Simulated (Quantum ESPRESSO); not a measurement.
Quantum ESPRESSO is run on Bi2Se3 (R-3m, 5 atoms in the cell), and the run fails. The aim is a self-consistent single point with DFT, PBE, plane waves, GBRV 1.5 ultrasoft (PBE) pseudopotentials.

Input:

```fortran
&CONTROL
   calculation = 'scf'
   prefix = 'bi2se3'
   outdir = './out'
   pseudo_dir = './'
   tprnfor = .true.
   tstress = .true.
/
&SYSTEM
   ibrav = 0
   nat = 5
   ntyp = 2
   ecutwfc = 40
   ecutrho = 200
   occupations = 'smearing'
   smearing = 'fd'
   degauss = 0.00147
/
&ELECTRONS
   conv_thr = 1.0d-10
   mixing_beta = 0.3
/
ATOMIC_SPECIES
Bi   208.9804  bi_pbe_v1.uspp.F.UPF
Se    78.9710  se_pbe_v1.uspp.F.UPF
CELL_PARAMETERS {angstrom}
   2.11664186     1.22204375    10.07599200
  -2.11664186     1.22204375    10.07599200
   0.00000000    -2.44408750    10.07599200
ATOMIC_POSITIONS {crystal}
Bi    0.39844000    0.39844000    0.39844000
Bi    0.60156000    0.60156000    0.60156000
Se    0.00000000    0.00000000    0.00000000
Se    0.21571700    0.21571700    0.21571700
Se    0.78428300    0.78428300    0.78428300
K_POINTS {automatic}
5 5 5
```

The program printed (abridged):

```
     This program is part of the open-source Quantum ESPRESSO suite
     for quantum simulation of materials; please cite

 %%%%%%%%%%%%%%%%%%%%%%%%%%%%%%%%%%%%%%%%%%%%%%%%%%%%%%%%%%%%%%%%%%%%%%%%%%%%%%
     Error in routine card_kpoints (1):
      end of file while reading automatic k points
 %%%%%%%%%%%%%%%%%%%%%%%%%%%%%%%%%%%%%%%%%%%%%%%%%%%%%%%%%%%%%%%%%%%%%%%%%%%%%%

     stopping ...
```

### Question
From the messages shown, name the fault and mend the input.

### Answer
The fault is an automatic mesh without its three shifts. The card takes six integers. To fix it, add the shifts. The program stopped before any SCF iteration.

An input that runs soundly differs in these lines (not the only fix; some lines may just follow from the change or write a value another way):
```diff
-5 5 5
+5 5 5  0 0 0
```

With that input, the run converged in 15 iterations: free energy E − TS -6823.1717 eV; top of the valence band (on the code's own zero) 6.36 eV; gap on the k-point mesh 0.45 eV; pressure -1.88 GPa; largest force (vector length) 0.271 eV/Å (DFT, PBE, plane waves, GBRV 1.5 ultrasoft (PBE) pseudopotentials).

On the sound input: the starting cell comes from a database of computed structures (which also holds hypothetical and non-ambient phases and stackings), without a prior relaxation at this level. Its lattice was rescaled by a random factor within 2.5 % of one. Spin-orbit coupling is off.
